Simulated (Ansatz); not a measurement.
**What uniaxial strain ε_yy = +4.31 % does to hypothetical rock salt GaAs**

Consider GaAs in the rock salt structure (space group Fm-3m, No. 225; a = 5.316 Å; a hypothetical phase, not in the database extracts checked; relaxed with 0.1 eV smearing). Axes: x, y, z lie along the cube axes.

Modification: uniaxial strain ε_yy = +4.31 %, all other strain components held at zero; the atoms relax in the strained cell.

Method: PBE-D3(BJ) in Ansatz (plane waves to 420 eV, PAW, scalar-relativistic without spin-orbit coupling). Settings: 19×19×19 k-points, 0.1 eV Fermi–Dirac smearing.

- Volume per atom: 19.59 Å³ (base 18.78 Å³)
- Space group: I4/mmm (No. 139) (base Fm-3m (No. 225))
- Shortest interatomic distance: 2.658 Å (base 2.658 Å)
- Energy relative to the base (free energy F): +15 meV/atom
- Pressure (mean of the normal stresses, compression positive): -2.8 GPa (base 0.0 GPa)
- Band gap: zero (base zero)
- Stress (xx, yy, zz, yz, xz, xy; compression positive): (-1.5, -5.3, -1.5, 0.0, 0.0, 0.0) GPa

Cost of the whole job for the changed cell (relaxation, final SCF and bands): roughly 50 core-seconds.

No phonon test of stability was made. The base started in Pnma and relaxed to Fm-3m at this level. The final runs are not spin-polarised.

Ansatz is a program for electronic structure.
